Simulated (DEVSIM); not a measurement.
abrupt Si p-n junction

Structure: abrupt Si p-n junction, at 350 K.

```tsv
layer (left to right)	material	thickness (μm)	Nd (cm⁻³)	Na (cm⁻³)	τn (s)	τp (s)
1	Si	0.0780	-	3.2e15	8.8e-7	8.8e-7
2	Si	14.0	3.9e14	-	8.8e-7	8.8e-7
```

Left contact: ohmic. Right contact: ohmic. Voltage is applied to the left contact. Recombination: SRH at mid-gap. Mobility is μmin + (μ − μmin)/(1 + (N/Nref)^α).

This is a model device: material constants are rounded textbook-type values typed into the input, and sizes, dopings and lifetimes were drawn at random. Values at 300 K; Nc and Nv go as T^1.5, mobilities as T to minus their exponent, the gap by Varshni's rule with the affinity fixed.

| parameter | Si |
|---|---|
| gap (eV) | 1.124 |
| affinity (eV) | 4.05 |
| permittivity | 11.7 |
| Nc (cm⁻³) | 2.86e19 |
| Nv (cm⁻³) | 3.1e19 |
| μn (cm²/Vs) | 1417 |
| μp (cm²/Vs) | 470 |
| μn,min | 52 |
| μp,min | 45 |
| Nref,n | 9.7e16 |
| Nref,p | 2.2e17 |
| αn | 0.68 |
| αp | 0.72 |
| T exponent of μn | 2.3 |
| T exponent of μp | 2.2 |
| Varshni α (eV/K) | 0.000473 |
| Varshni β (K) | 636 |

DEVSIM, 1D drift-diffusion, Boltzmann statistics, complete ionisation; no tunnelling, impact ionisation, image-force lowering or self-heating.

* **Potential step across the device at zero bias**: 0.482 V
* **Largest field in the device at zero bias**: 7400 V/cm
* **Dark forward voltage at 1 A/cm²**: 0.342 V
* **Dark forward voltage at 100 A/cm²**: 1.273 V

Dark forward current:

(V (V), J (A/cm²)): (0.05, 0.00017); (0.10, 0.00098); (0.15, 0.0050); (0.20, 0.024); (0.30, 0.42); (0.35, 1.2); (0.40, 2.5); (0.45, 4.3); (0.50, 6.6); (0.55, 9.3); (0.60, 13); (0.70, 20); (0.75, 25); (0.80, 30); (0.85, 36); (0.90, 42); (0.95, 48); (1.05, 63); (1.10, 70); (1.15, 78); (1.20, 87); (1.25, 96); (1.30, 110); (1.35, 110); (1.45, 130); (1.50, 150); (1.55, 160); (1.60, 170)

Small-signal capacitance in reverse bias (quasi-static):

```json
[
 {"V (V)": "-0.4", "C (nF/cm²)": "6.17"},
 {"V (V)": "-1", "C (nF/cm²)": "4.71"},
 {"V (V)": "-2", "C (nF/cm²)": "3.63"},
 {"V (V)": "-3", "C (nF/cm²)": "3.06"},
 {"V (V)": "-4", "C (nF/cm²)": "2.69"},
 {"V (V)": "-6", "C (nF/cm²)": "2.24"},
 {"V (V)": "-8", "C (nF/cm²)": "1.96"},
 {"V (V)": "-10", "C (nF/cm²)": "1.76"},
 {"V (V)": "-13", "C (nF/cm²)": "1.55"},
 {"V (V)": "-16", "C (nF/cm²)": "1.40"},
 {"V (V)": "-20", "C (nF/cm²)": "1.26"}
]
```
